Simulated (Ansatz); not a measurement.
Base system: Eu in the bcc (W type) structure (space group Im-3m, No. 229; a = 4.2360 Å; ferromagnetic).

Method: PBEsol (Ansatz, an electronic-structure program, PAW, without spin-orbit coupling).

For the base:

The volume per atom comes out as 38.01 Å³.

Modification: a hydrostatic pressure of 1.5 GPa.

How does this affect the volume per atom?

The volume per atom falls by 2.98 Å³ to 35.03 Å³.

The magnetic state is the one reached from the starting moments; the real material's order can differ, and small cells can't hold many antiferromagnetic ones. The state of the 4f shell was not checked for lower solutions. Load acts through the strain it causes; cell and atoms are relaxed under it. No phonon test of stability was made.
